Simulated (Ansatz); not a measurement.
Functionals compared on a constructed model of the (100) surface of fcc Pd, a pseudomorphic layer of Pt in the host's stacking (bottom of the slab: a bare face, its two planes held), in Ansatz (plane waves, PAW). The structure was relaxed with PBE; the other rows are single points on it. Cutoff 420 eV (500 eV for r2SCAN).

Model: 7-atom slab, 11.9 Å thick at the start, 13x13x1 mesh, Fermi-Dirac 0.1 eV, dipole correction, 2 atoms held, the rest relaxed; symmetry of the start imposed; no spin, no spin-orbit, no U. It is one candidate, not shown to be the stable structure of the face. These notes are the PBE run's.

```
functional  work function of the top face (eV)  rough cost of the single point
----------  ----------------------------------  ------------------------------
PBE                                       5.68                               –
RPBE                                      5.52  around 22 core-seconds (rough)
r2SCAN                                       …  around 70 core-seconds (rough)
```

Problem. Fill in the missing entries.

Solution. 
- r2SCAN, work function of the top face (eV): 5.76

Ansatz is a quantum-chemistry and plane-wave program.
